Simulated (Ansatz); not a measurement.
The starting structures come from a database of crystals and need not be the phases stable at ambient conditions.

 Where the default PAW files enter, the runs use the earlier of Ansatz's two default sets.

Evanescent states of CsH (Pm-3m, CsCl type, not sure to be the ambient phase, 2 atoms a cell, 27.1 Å³ an atom) along the normal of (001)

All values below come from r2SCAN (plane waves, PAW; Ansatz, a program for electronic structure).

No gap correction and no spin-orbit coupling; mid-gap values are interpolated between computed energies.

Energies count from the valence-band top; κ is the least over a 8×8 mesh across the current.

| E (eV) | κ (1/Å) | where |
|---|---|---|
| 0.08 | 0.100 | off Γ |
| 0.24 | 0.165 | off Γ |
| 0.40 | 0.202 | off Γ |
| 0.56 | 0.227 | off Γ |
| 0.72 | 0.245 | off Γ |
| 0.88 | 0.257 | off Γ |
| 1.04 | 0.265 | off Γ |
| 1.20 | 0.270 | off Γ |
| 1.36 | 0.271 | off Γ |
| 1.52 | 0.270 | off Γ |
| 1.68 | 0.266 | off Γ |
| 1.84 | 0.260 | off Γ |
| 2.00 | 0.251 | off Γ |
| 2.16 | 0.240 | off Γ |
| 2.32 | 0.226 | off Γ |
| 2.48 | 0.208 | off Γ |
| 2.64 | 0.187 | off Γ |
| 2.80 | 0.159 | off Γ |
| 2.96 | 0.123 | off Γ |
| 3.12 | 0.063 | off Γ |

### Question
How thick must the barrier be to attenuate the transmission by 10^4 when the electrodes' Fermi level lies at 1.84 eV, and what attenuation does that film give at 0.08 eV?

### Answer
d = 4 ln 10 / (2 × 0.260) = 17.7 Å. At 0.08 eV it gives 4 × 0.100/0.260 = 1.5 decades.
